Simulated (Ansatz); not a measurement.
Consider Al in the fcc (Cu type) structure (space group Fm-3m, No. 225; a = 3.994 Å; relaxed with 0.1 eV smearing). Axes: x, y, z lie along the cube axes.

Method: Ansatz (a first-principles code) r2SCAN, scalar-relativistic without spin-orbit coupling.

Base values:

| Property | Value |
|---|---|
| Pressure | 0.0 GPa |
| Volume per atom | 15.92 Å³ |

One thing is altered: biaxial strain −0.42 %, plane normal [111], relaxed out of plane (Cartesian); in-plane vectors clamped, the third vector and the atoms free.

Question: What does the calculation give for the pressure after the change?

Answer: The pressure (mean of the normal stresses, compression positive) goes from zero to 0.4 GPa.

Question: How does this affect the volume per atom?

Answer: The volume per atom falls by 0.07 Å³ (15.92 Å³ → 15.85 Å³).

Whether these cells are dynamically stable was not tested.
